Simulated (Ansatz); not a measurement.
Functionals compared on a constructed model of the (100) surface of fcc Ir, a pseudomorphic layer of Mn in the host's stacking (bottom of the slab: a bare face, its two planes held), in Ansatz (plane waves, PAW). The structure was relaxed with PBE; the other rows are single points on it. Cutoff 420 eV.

Model: 7-atom slab, 11.9 Å thick at the start, 14x14x1 mesh, Fermi-Dirac 0.1 eV, dipole correction, 2 atoms held, the rest relaxed; symmetry of the start imposed; spin-polarised, ending with about 4.0 μB a cell; orders that need a larger cell were not tried, no spin-orbit, no U. It is one candidate, not shown to be the stable structure of the face. These notes are the PBE run's.

| functional | work function of the top face (eV) | magnetic moment of the cell (μB) | rough cost of the single point |
|---|---|---|---|
| PBE | 3.91 | 3.99 | – |
| RPBE | 3.73 | 4.09 | very roughly 110 core-seconds |

Ansatz is an electronic-structure program.
